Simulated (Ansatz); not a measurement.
An Ansatz (a first-principles code) run: SiO2 with a change (Si → Ti); PBEsol/PAW in Ansatz, no SOC.

Input:

Ansatz 0.2 input:
```yaml
crystal:
  lattice:
    - [4.5912891757, 0, 0]
    - [0, 4.5912891757, 0]
    - [0, 0, 2.9389799666]
  atoms:
    - { symbol: Ti, position: [0.5, 0.5, 0.5] }
    - { symbol: Ti, position: [0, 0, 0] }
    - { symbol: O, position: [0.8044415109, 0.8044415109, 0.5] }
    - { symbol: O, position: [0.3044415109, 0.6955584891, 0] }
    - { symbol: O, position: [0.6955584891, 0.3044415109, 0] }
    - { symbol: O, position: [0.1955584891, 0.1955584891, 0.5] }
basis: { ecutwfc: 420, ecutrho_ratio: 4, xc_grid: 2, fft_grid_basis: typed }
kpoints: { mp_grid: { grid: [7, 7, 11] } }
hamiltonian:
  xc: pbesol
  dispersion: none
  pseudopotentials: { kind: paw }
scf: { occupations: { method: fermi_dirac, width: 0.05 }, convergence: { dr2_threshold: 0.0000000006 } }
output: { forces: true, stress: true }
checkpoint: { write: state.ck, write_every: 1000 }
```

Output:

```
WARN ansatz: RAYON_NUM_THREADS=2 ignored (pool sized by the plan → 2); use --threads N
Pseudopotentials: kind: paw
Pseudopotential: Ti, paw, valence charge 12
Pseudopotential: O, paw, valence charge 6
Functional definition: PBEsol
Crystal: 6 atoms, lattice volume = 61.954 Å³
Basis set: ecut = 420 eV, 1185 PW (Γ), exchange–correlation on 64×64×40 points (8 copies of the dense FFT grid, shifted against one another)
Bands: 30, of which v1, the nominal top of the filled ones, is band 24 counted from 1 (23 counted from 0)
Symmetry: 16 space group operations
Space group: P42/mnm (ITA 136), of the structure as read, at distance tolerance 4.0e-5 Å
k-points: 60 of 539
PAW frozen core: Ti, regenerated for the run's functional, and the local potential with it
PAW frozen core: O, regenerated for the run's functional, and the local potential with it
Initial density: superposition of atomic densities (neutral atoms: chi_scale 0, normalization atom), corrected by the library's trained network
Initial wavefunctions: pseudopotential atomic-orbital guess
Eigensolver: davidson
Functional: x = pbesol(κ = 0.804, μ = 0.12345679012345678), c = pbesol(β = 0.046)
SCF iter   1: F=—  HF=-7199.650278 eV  |F-HF|=—  |Δ(HF+E_count)|=         —  Δρ=1.96e-2  dr2=2.00e-1  ethr=1.77e-3  ⟨swp⟩=5.2  Hψ=7216  notcnv=0
all-band conjugate gradients solve this SCF's bands
preconditioner: auto → Resta (q_TF=auto, 2.615 Å⁻¹)
SCF iter   2: F=—  HF=-7199.616155 eV  |F-HF|=—  |Δ(HF+E_count)|=   3.41e-2  Δρ=9.03e-3  dr2=4.55e-2  ethr=4.17e-4  ⟨swp⟩=2.0  Hψ=3243  notcnv=0  defer=61
SCF iter   3: F=—  HF=-7199.608114 eV  |F-HF|=—  |Δ(HF+E_count)|=   8.04e-3  Δρ=2.62e-3  dr2=3.44e-3  ethr=9.48e-5  ⟨swp⟩=2.0  Hψ=2750  notcnv=0  defer=61
SCF iter   4: F=—  HF=-7199.607495 eV  |F-HF|=—  |Δ(HF+E_count)|=   6.19e-4  Δρ=6.56e-4  dr2=1.93e-4  ethr=7.17e-6  ⟨swp⟩=2.0  Hψ=3351  notcnv=0  defer=61
SCF iter   5: F=—  HF=-7199.607536 eV  |F-HF|=—  |Δ(HF+E_count)|=   4.13e-5  Δρ=1.14e-4  dr2=8.97e-6  ethr=4.01e-7  ⟨swp⟩=2.6  Hψ=2728  notcnv=0  defer=61
SCF iter   6: F=—  HF=-7199.607401 eV  |F-HF|=—  |Δ(HF+E_count)|=   1.36e-4  Δρ=4.47e-5  dr2=1.03e-6  ethr=1.87e-8  ⟨swp⟩=2.0  Hψ=3112  notcnv=0  defer=61
SCF iter   7: F=—  HF=-7199.607399 eV  |F-HF|=—  |Δ(HF+E_count)|=   2.11e-6  Δρ=6.69e-6  dr2=3.19e-8  ethr=2.15e-9  ⟨swp⟩=2.6  Hψ=3218  notcnv=0  defer=61
SCF iter   8: F=—  HF=-7199.607399 eV  |F-HF|=—  |Δ(HF+E_count)|=   2.15e-8  Δρ=1.57e-6  dr2=2.46e-9  ethr=6.65e-11  ⟨swp⟩=2.5  Hψ=2919  notcnv=0  defer=61
SCF iter   9: F=-7199.607399 eV  HF=-7199.607399 eV  |F-HF|=1.46e-11  |Δ(HF+E_count)|=  6.62e-10  Δρ=4.05e-7  dr2=1.14e-10  ethr=1.25e-12  ⟨swp⟩=4.0  Hψ=5874  notcnv=0
SCF 1 converged in 9 iterations: F = -7199.607399 eV  dr2 = 1.14e-10
SCF converged after 9 iterations
Free energy (F): -7199.607399 eV
Harris-Foulkes:  -7199.607399 eV  (|F-HF|=1.46e-11)
Internal energy: -7199.607399 eV  (E = F + TS)
E sigma→0 (E₀):  -7199.607399 eV
Fermi energy:    10.027935 eV
--- Per-component energies (eV) ---
  E_band       = -389.004247
  E_kinetic    = 1244.332333
  E_local      = -3071.375620  (includes V_loc(G=0)·N_el)
  E_nonlocal   = 200.170446
  E_hartree    = 1166.324499
  E_xc         = -487.099559
  E_vxc        = -620.061558  (∫ρ·V_xc dr)
  E_paw        = -2648.709033  (= ΣΔE_a)
  E_vpaw       = -474.728808  (= ΣTr[D̂ρ^β])
  E_aug_tail   = 0.010014  (compensation charges beyond the density's cutoff)
  E_ewald      = -3603.680400
  E_core_change = 0.419920  (= ΣΔE_core)
  E_smearing   = -0.000000  (= −TS)
  E_closure    = -0.000000  (closes the sum)
  Σ components = -7199.607399   (vs F -7199.607399, Δ=0.00e0)
  [band-id]    e_kinetic+e_local+e_nonlocal+2·e_hartree+e_vxc+e_vpaw+e_augmentation_tail = -389.004196   (vs E_band -389.004247, Δ=5.11e-5)
--- Forces (eV/Å), atoms counted from 1 ---
  atom   1  Ti     0.00000000     0.00000000     0.00000000
  atom   2  Ti     0.00000000    -0.00000000     0.00000000
  atom   3  O     -0.00021043    -0.00021043     0.00000000
  atom   4  O     -0.00021043     0.00021043     0.00000000
  atom   5  O      0.00021043    -0.00021043     0.00000000
  atom   6  O      0.00021043     0.00021043     0.00000000
  max |Σ_I F_I| component: 4.34e-18 eV/Å
--- Stress (GPa, compression-positive) ---
       -0.003579       0.000000       0.000000
        0.000000      -0.003579       0.000000
        0.000000       0.000000      -0.000975
  P = ⅓ Tr σ = -0.0027 GPa (-0.027 kbar)
  The stress holds the Pulay correction. Without it, at fixed plane waves, as pw.x and ABINIT print it: P = -0.8058 GPa
  The stress includes an estimate of the error left by incomplete SCF convergence (largest component -0.0000 GPa).
--- Band table ---
  band table: none
```

Whether these cells are dynamically stable was not tested. All final runs are without spin polarisation. The cell was made from SiO2 by this change: Si → Ti.
